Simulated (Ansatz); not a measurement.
# Au, response to strain

Consider Au in the fcc (Cu type) structure (space group Fm-3m, No. 225; a = 4.0830 Å; relaxed with 0.1 eV smearing). Axes: x, y, z lie along the cube axes.

Strains are applied to the cell and any free atomic positions relax; under biaxial strain the out-of-plane vector relaxes too.

The values are results of Ansatz (a first-principles code) PBEsol, no spin-orbit coupling, not measurements.

Notes on the quantities. pressure: mean of the normal stresses, compression positive.

```json
[
 {"case": "base", "pressure": "0.0 GPa", "out-of-plane strain": "–"},
 {"case": "biaxial strain −3.00 %, plane normal [001], relaxed out of plane", "pressure": "2.4 GPa", "out-of-plane strain": "+5.10 %"},
 {"case": "biaxial strain −2.50 %, plane normal [001], relaxed out of plane", "pressure": "1.9 GPa", "out-of-plane strain": "+4.25 %"},
 {"case": "biaxial strain −2.00 %, plane normal [001], relaxed out of plane", "pressure": "1.4 GPa", "out-of-plane strain": "+3.39 %"},
 {"case": "biaxial strain −1.50 %, plane normal [001], relaxed out of plane", "pressure": "1.0 GPa", "out-of-plane strain": "+2.54 %"},
 {"case": "biaxial strain −1.00 %, plane normal [001], relaxed out of plane", "pressure": "0.6 GPa", "out-of-plane strain": "+1.69 %"},
 {"case": "biaxial strain +0.50 %, plane normal [001], relaxed out of plane", "pressure": "-0.3 GPa", "out-of-plane strain": "-0.84 %"},
 {"case": "biaxial strain +1.50 %, plane normal [001], relaxed out of plane", "pressure": "?", "out-of-plane strain": "?"},
 {"case": "biaxial strain +2.00 %, plane normal [001], relaxed out of plane", "pressure": "-0.7 GPa", "out-of-plane strain": "-3.45 %"},
 {"case": "biaxial strain +3.00 %, plane normal [001], relaxed out of plane", "pressure": "-0.8 GPa", "out-of-plane strain": "-5.21 %"}
]
```

Task: Some entries are withheld; estimate them.

Result: 
- biaxial strain +1.50 %, plane normal [001], relaxed out of plane, pressure: -0.6 GPa
- biaxial strain +1.50 %, plane normal [001], relaxed out of plane, out-of-plane strain: -2.56 %

Whether these cells are dynamically stable was not tested.
